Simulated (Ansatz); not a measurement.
System: antifluorite Be2C. Method: PBE (plane waves, PAW; Ansatz, a quantum-chemistry and plane-wave program).

Run with plane-wave cutoff 520 eV, 14×14×14 k mesh, Fermi–Dirac smearing 0.01 eV, scalar-relativistic PAW data made under PBE.

The cell has the measured lattice: a = 4.3400 Å, b = 4.3400 Å, c = 4.3400 Å, α = 90.00°, β = 90.00°, γ = 90.00°.

Q: Give the computed band gap and smallest direct gap on the k points sampled.

A: 
- band gap = 1.17 eV (indirect)
- smallest direct gap on the k points sampled = 4.12 eV

Note: cell and atoms aren't relaxed at this level (pressure -1.6 GPa).

Static lattice: no zero-point or thermal effects.
